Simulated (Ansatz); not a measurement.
System: S vacancy in zinc-blende ZnS (neutral cell). The step: one S atom jumps into the vacancy from a nearby S site; the atom moves 3.71 Å along (0.00, -0.48, -0.48) of the unit cell; the moving atom starts with neighbours 2 Zn at 2.35, Zn at 2.38, Zn at 2.40 Å and ends with 2 Zn at 2.36, 2 Zn at 2.38 Å. A PBE band in Ansatz (plane-wave PAW, the Γ point alone, 64 host sites, 37 SCF runs with any check of the saddle's order, static, no finite-size correction) gives a forward barrier of 2.07 eV. The saddle point's order was not checked, and it lies on a symmetry element of the cell, where a band can be held. The charge state is imposed; whether it is stable for some Fermi level was not computed. Forms of the defect that were not tried may lie lower.

Single points at the band's start and saddle point can refine it. Rough cost of one point, in units of the band's mean SCF on the same machine:

```json
[
 {"Level": "PBE, a 2×2×2 k-point mesh shifted by half a step", "Cost of one point": "about 8"},
 {"Level": "r2SCAN at 500 eV, the Γ point alone", "Cost of one point": "about 3"}
]
```

**Question.** Which of these move the barrier by more than 0.1 eV, and how far does each move it?

**Answer.** PBE, a 2×2×2 k-point mesh shifted by half a step: +0.69 eV; r2SCAN at 500 eV, the Γ point alone: +0.37 eV. Each functional is compared with PBE at the same k-points.

Ansatz is a quantum-chemistry and plane-wave program.
